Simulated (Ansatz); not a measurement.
The starting structures come from a database of crystals and need not be the phases stable at ambient conditions.

Tunnelling through a barrier is set by its complex band structure: the current falls as exp(−2κd) with the smallest κ.

Data:

```
CELL_PARAMETERS angstrom
      4.65500     0.00000     0.00000
      2.32750     5.12450     0.00000
      2.32750     1.05713     3.89028
ATOMIC_POSITIONS crystal
  Li 0.00000 0.00000 0.00000
  Li 0.50000 0.50000 0.50000
  N  0.25000 0.25000 0.25000
  N  0.75000 0.75000 0.75000
  O  0.25000 0.25000 0.52023
  O  0.75000 0.75000 0.47977
  O  0.97977 0.25000 0.25000
  O  0.02023 0.75000 0.75000
  O  0.52023 0.25000 0.97977
  O  0.47977 0.75000 0.02023
```

Space group of this cell: R-3c. The cell is taken as given; by r2SCAN its mean pressure is -1.3 GPa.

Transport runs along the normal of the first two printed cell vectors, the (101) plane of the conventional cell.

The gap is the functional's own, uncorrected, and κ follows it; spin-orbit coupling is left out. Mid-gap values are interpolated between the computed energies.

Q: Estimate the band gap and the smallest decay constant κ at mid-gap that r2SCAN run with Ansatz (a quantum-chemistry and plane-wave program) returns for this system.

A: Gap 3.62 eV on a 8×8×8 mesh; κ = 0.567 1/Å, at the zone centre.
